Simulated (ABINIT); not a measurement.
Band structure of KAuF3 (Pm-3m, 5 atoms in the cell).

```
CELL_PARAMETERS angstrom
      4.48440     0.00000     0.00000
      0.00000     4.48440     0.00000
      0.00000     0.00000     4.48440
ATOMIC_POSITIONS crystal
  K  0.50000 0.50000 0.50000
  Au 0.00000 0.00000 0.00000
  F  0.50000 0.00000 0.00000
  F  0.00000 0.50000 0.00000
  F  0.00000 0.00000 0.50000
```

Level of theory: LDA (PW92), PAW (JTH v2.0 LDA PAW) (plane waves; ABINIT 10.0.3).

Settings: pseudos = [K.LDA_PW-JTH.xml, Au.LDA_PW-JTH.xml, F.LDA_PW-JTH.xml]; ecut = 26 Ha; pawecutdg = 52 Ha; pawxcdev = 0; occopt = 3; tsmear = 0.00367493 Ha; ngkpt = 5 5 5; nshiftk = 1; shiftk = 0 0 0; potentials = JTH v2.0 LDA PAW; kptopt = 1; nstep = 80; tolvrs1 = 1e-12.

The starting cell comes from a database of computed structures (which also holds hypothetical and non-ambient phases and stackings), without a prior relaxation at this level. Spin-orbit coupling is off.

Levels in eV from the Fermi level, bands 18 to 25:
```
point     18     19     20     21    22    23    24    25
-----  -----  -----  -----  -----  ----  ----  ----  ----
Γ      -2.68  -2.68  -2.11  -2.11  0.71  6.33  6.71  6.71
X      -2.11  -1.67  -1.67  -0.89  3.45  5.08  7.34  8.30
M      -1.67  -1.60  -1.32   0.96  4.64  6.84  6.84  7.07
R      -1.30  -1.30   0.96   0.96  6.01  6.19  6.19  6.19
```

Bands cross the Fermi level along this path, so the cell is metallic at this level.
